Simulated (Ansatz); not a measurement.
**Evanescent states of AlAs (F-43m, zinc blende, 2 atoms a cell, 22.9 Å³ an atom) along the normal of (110)**

Calculation: PBEsol (plane waves, PAW; Ansatz, a program for electronic structure).

The gap is the functional's own, uncorrected, and κ follows it; spin-orbit coupling is left out. Mid-gap means the computed energy nearest the middle.

Energies count from the valence-band top; κ is the least over a 8×6 mesh across the current.

```csv
E (eV),κ (1/Å),where
0.04,0.031,Γ
0.12,0.052,Γ
0.20,0.066,Γ
0.28,0.076,Γ
0.36,[?],Γ
0.44,[?],Γ
0.52,[?],Γ
0.60,[?],Γ
0.68,[?],Γ
0.76,[?],Γ
0.84,0.108,Γ
0.92,[?],Γ
1.00,[?],Γ
1.08,0.108,Γ
1.16,0.098,Γ
1.24,0.076,Γ
1.32,0.039,Γ
```

**Question.** Complete the blanks.

**Answer.** 
- 0.36, κ (1/Å): 0.084
- 0.44, κ (1/Å): 0.091
- 0.52, κ (1/Å): 0.096
- 0.60, κ (1/Å): 0.100
- 0.68, κ (1/Å): 0.104
- 0.76, κ (1/Å): 0.106
- 0.92, κ (1/Å): 0.109
- 1.00, κ (1/Å): 0.109
